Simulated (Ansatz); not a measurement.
Reference: SnC (F-43m), PBE with spin-orbit coupling, rigid bands (plane waves, PAW; Ansatz, an electronic-structure program); axes and stresses refer to this cell.

```yaml
crystal:
  lattice:
    - [0.00000, 2.51703, 2.51703]
    - [2.51703, 0.00000, 2.51703]
    - [2.51703, 2.51703, 0.00000]
  atoms:
    - { symbol: Sn, position: [0.00000, 0.00000, 0.00000] }
    - { symbol: C, position: [0.25000, 0.25000, 0.25000] }
```

- Seebeck coefficient, n-type 1e19 cm⁻³: -62 μV/K
- electron conductivity mass: 0.094 mₑ
- hole conductivity mass: 0.64 mₑ

Change: uniaxial stress along [110] of 7.5 GPa (compression positive). What happens to Seebeck coefficient, n-type 1e19 cm⁻³, electron conductivity mass, hole conductivity mass?

Seebeck coefficient, n-type 1e19 cm⁻³ goes up in size to -66 μV/K; electron conductivity mass increases to 0.102 mₑ; hole conductivity mass decreases to 0.33 mₑ.

Change: uniaxial stress along [111] of -7.5 GPa (compression positive). What happens to Seebeck coefficient, n-type 1e19 cm⁻³, electron conductivity mass, hole conductivity mass?

Seebeck coefficient, n-type 1e19 cm⁻³ decreases in size to -56 μV/K; electron conductivity mass decreases to 0.080 mₑ; hole conductivity mass shrinks to 0.52 mₑ.

Masses are for dilute carriers at 300 K, harmonic means over directions unless an axis is named. Seebeck coefficients are for the stated density at 300 K, with one relaxation time for all states and whether or not that doping can be reached. Stresses and pressures are the targets of the relaxation.  The structure type is held under load, also where the real crystal would transform.

Computed structure with no diffraction record at hand here (it may be known, metastable or hypothetical): SnC (F-43m).
